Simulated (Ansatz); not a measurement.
Subject: the formation energy of the neutral Sn_Ge in Ge (diamond, Fd-3m). Reaction: Sn (white tin) + 53 Ge (diamond) → cell A.

Cell A: a supercell of 54 sites of Ge (diamond, Fd-3m) with Sn on a Ge site (4 Ge at 2.61 Å); spin state with PBE: run without spin, k-point mesh 2×2×2.
```yaml
crystal:
  lattice:
    - [12.22257, 0.00000, 0.00000]
    - [6.11128, 10.58506, 0.00000]
    - [6.11128, 3.52835, 9.97969]
  atoms:
    - { symbol: Ge, position: [0.00006, 0.00001, 0.00014] }
    - { symbol: Ge, position: [0.08342, 0.08321, 0.08349] }
    - { symbol: Ge, position: [0.00004, 0.99997, 0.33353] }
    - { symbol: Ge, position: [0.08346, 0.08327, 0.41686] }
    - { symbol: Ge, position: [0.00009, 0.99999, 0.66678] }
    - { symbol: Ge, position: [0.08339, 0.08312, 0.75025] }
    - { symbol: Ge, position: [0.00010, 0.33325, 0.00011] }
    - { symbol: Ge, position: [0.08337, 0.41666, 0.08346] }
    - { symbol: Ge, position: [0.00008, 0.33331, 0.33350] }
    - { symbol: Ge, position: [0.08173, 0.41661, 0.41668] }
    - { symbol: Ge, position: [0.00032, 0.33295, 0.66678] }
    - { symbol: Ge, position: [0.08163, 0.41656, 0.75195] }
    - { symbol: Ge, position: [0.00019, 0.66657, 0.00007] }
    - { symbol: Ge, position: [0.08324, 0.75012, 0.08337] }
    - { symbol: Ge, position: [0.00023, 0.66671, 0.33320] }
    - { symbol: Ge, position: [0.08168, 0.75182, 0.41673] }
    - { symbol: Ge, position: [0.00026, 0.66665, 0.66683] }
    - { symbol: Ge, position: [0.08327, 0.75010, 0.75019] }
    - { symbol: Ge, position: [0.33346, 0.99993, 0.00012] }
    - { symbol: Ge, position: [0.41684, 0.08328, 0.08343] }
    - { symbol: Ge, position: [0.33350, 0.99988, 0.33346] }
    - { symbol: Ge, position: [0.41673, 0.08148, 0.41677] }
    - { symbol: Ge, position: [0.33321, 0.00006, 0.66686] }
    - { symbol: Ge, position: [0.41676, 0.08150, 0.75196] }
    - { symbol: Ge, position: [0.33341, 0.33332, 0.00014] }
    - { symbol: Ge, position: [0.41676, 0.41667, 0.08160] }
    - { symbol: Ge, position: [0.32951, 0.32928, 0.32939] }
    - { symbol: Sn, position: [0.41677, 0.41662, 0.41678] }
    - { symbol: Ge, position: [0.32942, 0.32930, 0.67876] }
    - { symbol: Ge, position: [0.41668, 0.41660, 0.75199] }
    - { symbol: Ge, position: [0.33308, 0.66676, 0.00032] }
    - { symbol: Ge, position: [0.41681, 0.75179, 0.08166] }
    - { symbol: Ge, position: [0.32947, 0.67859, 0.32945] }
    - { symbol: Ge, position: [0.41677, 0.75174, 0.41679] }
    - { symbol: Ge, position: [0.33310, 0.66671, 0.66690] }
    - { symbol: Ge, position: [0.41675, 0.74992, 0.75018] }
    - { symbol: Ge, position: [0.66676, 0.99993, 0.00008] }
    - { symbol: Ge, position: [0.75017, 0.08317, 0.08333] }
    - { symbol: Ge, position: [0.66683, 0.00008, 0.33317] }
    - { symbol: Ge, position: [0.75189, 0.08150, 0.41677] }
    - { symbol: Ge, position: [0.66685, 0.00013, 0.66686] }
    - { symbol: Ge, position: [0.75019, 0.08328, 0.75019] }
    - { symbol: Ge, position: [0.66684, 0.33299, 0.00029] }
    - { symbol: Ge, position: [0.75194, 0.41659, 0.08168] }
    - { symbol: Ge, position: [0.67875, 0.32930, 0.32948] }
    - { symbol: Ge, position: [0.75193, 0.41660, 0.41680] }
    - { symbol: Ge, position: [0.66678, 0.33310, 0.66689] }
    - { symbol: Ge, position: [0.75017, 0.41659, 0.75015] }
    - { symbol: Ge, position: [0.66690, 0.66669, 0.00023] }
    - { symbol: Ge, position: [0.75030, 0.75004, 0.08330] }
    - { symbol: Ge, position: [0.66686, 0.66670, 0.33313] }
    - { symbol: Ge, position: [0.75009, 0.74993, 0.41681] }
    - { symbol: Ge, position: [0.66675, 0.66660, 0.66682] }
    - { symbol: Ge, position: [0.75011, 0.74998, 0.75009] }
```

Reference: Sn (white tin, I4₁/amd), 2 atoms in the cell, k-point mesh 22×22×22 on the run's own vectors. Conventional cell: a = 5.9457 Å, b = 5.9457 Å, c = 3.2168 Å, α = 90.00°, β = 90.00°, γ = 90.00°.

Reference: Ge (diamond, Fd-3m), 54 atoms in the cell, the relaxed perfect crystal repeated, atoms not moved again, k-point mesh 2×2×2 on the run's own vectors.

Computed with Ansatz (plane waves, PAW), its PAW set soft_1, cutoff 500 eV. The structures are at rest with PBE, within the held lattices; other levels are single points on them. Neutral cells; Fermi-Dirac smearing of at most 0.10 eV in the solids, energies taken to zero width. The lattices are those relaxed with PBE, so at other levels the solids can be strained. Larger cells are relaxed from a start prepared with the learned potential CHGNet till forces fall under 0.03 eV/Å, which some starts already meet. A dispersion term (D3(BJ), or D4 for r2SCAN) was computed beside these levels and is taken off wherever the name lacks it. Space groups of crystals are read within 0.01 Å. Nuclei at rest; no vibrational terms. Cells are local rest points, mostly with their start's symmetry. Spin-orbit coupling is left out. Values are for these cell sizes. Mesh and cell size may move defect energies by 0.1 eV or more. Cell A has symmetry F-43m within 0.02 Å and got no random move, so less symmetric positions, which may lie lower, weren't tried.

Task: Predict the value from r2SCAN.

Result: 0.01 eV, for Sn (white tin) + 53 Ge (diamond) → cell A.

Ansatz is a first-principles code.
